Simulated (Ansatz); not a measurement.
# hcp Ti (0 0 1) on alpha quartz (0 0 1) (film strained to the substrate, started from cuts of the bulks and a machine-learned relaxation; slabs Si9O16 and Ti12, which can lie off the formulas)

A periodic stack without vacuum, hcp Ti (0 0 1) on alpha quartz (0 0 1) (film strained to the substrate, started from cuts of the bulks and a machine-learned relaxation; slabs Si9O16 and Ti12, which can lie off the formulas): substrate slab Si9O16, film Ti12, surface cells [[1, 0], [0, 1]] and [[1, 2], [-2, -1]], film strained by -1.4 and -1.4 %, outermost planes Si/Si and Ti/Ti as cut, which need not be the usual terminations and can put a slab off its formula.

The start was prepared with a machine-learned potential, and the result is one local minimum, with the in-plane cell held and forces under 0.04 eV/Å; the film can end far from its bulk form.

The numbers are results of PBE (plane waves to 420 eV, PAW; Ansatz, a quantum-chemistry and plane-wave program), not measurements. Scalar-relativistic, without spin–orbit coupling; the runs are not spin-polarised; PBE gaps are too small against experiment. Its k-point mesh 7×7×1, Fermi–Dirac width 0.05 eV.

- interface area = 21.8 Å²
- period = 25.44 Å
- heights between the nearest atoms of the two slabs at the two interfaces = 1.49 and 1.46 Å
- Si–Ti contacts across the interfaces within 1.22 times the sum of covalent radii = 9, mean 2.88 Å
- O–Ti contacts across the interfaces within 1.22 times the sum of covalent radii = 2, mean 2.20 Å

```xyz
37
Lattice="5.0166 0.0060 -0.2132 -2.5032 4.3387 0.3480 0.5770 2.1584 25.6002" Properties=species:S:1:pos:R:3 pbc="T T T"
Si     2.9748     2.7757     0.7702
Si     0.3956     2.6210     4.6427
Si    -0.8279     5.0681     2.9921
O      0.0154     3.9147     3.7455
O      2.6715     1.9506     2.1996
O      0.5615     1.3268     3.6649
O     -1.5746     4.3886     1.6676
Si     2.9449     2.4459     6.4024
Si     0.6560     2.4227    10.1823
Si    -0.8606     4.5891     8.5317
O     -0.7159     2.2377     5.7553
O      0.1542     3.8404     9.5628
O      2.5227     1.0127     7.0461
O      1.7814     2.9815     5.4084
O      0.7098     1.3055     8.9984
O     -1.8458     3.5141     7.8150
Si     3.2619     2.2060    11.9217
Si     0.9291     2.2221    15.7502
Si    -0.7379     4.4991    14.0198
O     -0.3549     1.9346    11.3576
O     -0.0554     3.6567    15.2828
O      2.8989     0.8139    12.6974
O      2.1325     2.6135    10.8251
O      0.8776     1.3978    14.2754
O      3.3707     3.4505    12.9704
Ti    -1.0224     6.3066    18.3849
Ti     4.3293     3.6765    17.1849
Ti     1.8494     4.7744    17.6215
Ti     3.1814     4.5344    20.2389
Ti     1.1943     6.3354    19.9140
Ti     0.6681     3.7127    19.9033
Ti    -0.6413     6.3489    22.2047
Ti     4.3615     2.8207    22.2878
Ti     1.3316     4.5645    22.3952
Ti     3.4335     4.6946    24.0263
Ti     0.9505     5.6892    24.8328
Ti     1.1692     2.9717    24.8989
```
